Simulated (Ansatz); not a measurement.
# TiAl under a change: x(Lu) = 0.75, 8 atoms, I4/mmm

Consider TiAl (space group P4/mmm, No. 123; a = 2.797 Å, c = 4.032 Å).

The other end (x = 1) is LuTi (space group P4/mmm, No. 123; a hypothetical phase, not in the database extracts checked): 21.34 Å³/atom, gap zero; this end may not be an ambient phase.

One thing is altered: Lu replaces 75.0 % of the Al, ordered in a cell of 8 atoms (starting symmetry I4/mmm) and fully relaxed.

Method: PBEsol (Ansatz, an electronic-structure program), scalar-relativistic without spin-orbit coupling. k-mesh 11×11×11 (Γ-centred); smearing 0.05 eV (Fermi–Dirac), for the changed cell.

```tsv
quantity	base	changed	shift
volume per atom	15.78 Å³	20.07 Å³	+4.29 Å³
density	3.94 g/cm³	7.69 g/cm³	+3.75 g/cm³
shortest interatomic distance	2.797 Å	3.044 Å	+0.247 Å
band gap	zero	zero	–
mixing energy (to 0.01 eV only: unlike meshes or grids) (against an end that may be hypothetical)	–	+0.07 eV/atom	–
deviation of the volume from the linear (Vegard-type) interpolation	–	+0.6 %	–
```

Final structure:

```xyz
8
Lattice="-3.0624 3.0624 4.2797 3.0624 -3.0624 4.2797 3.0624 3.0624 -4.2797" Properties=species:S:1:pos:R:3 pbc="T T T"
Lu     0.0000     0.0000     0.0000
Lu     0.0000     3.0624     0.0000
Lu     3.0624     0.0000     0.0000
Al     0.0000     0.0000     4.2797
Ti     1.5312     1.5312     2.1398
Ti     1.5312    -1.5312     2.1398
Ti    -1.5312     1.5312     2.1398
Ti     1.5312     1.5312    -2.1398
```

These are small ordered cells, not random alloys; other orderings at the same x differ. No phonon test of stability was made. All final runs are without spin polarisation. An odd electron count without spin: TiAl and LuTi. Lu3Ti4Al and LuTi have a high density of states at the Fermi level and may be magnetic at this level.
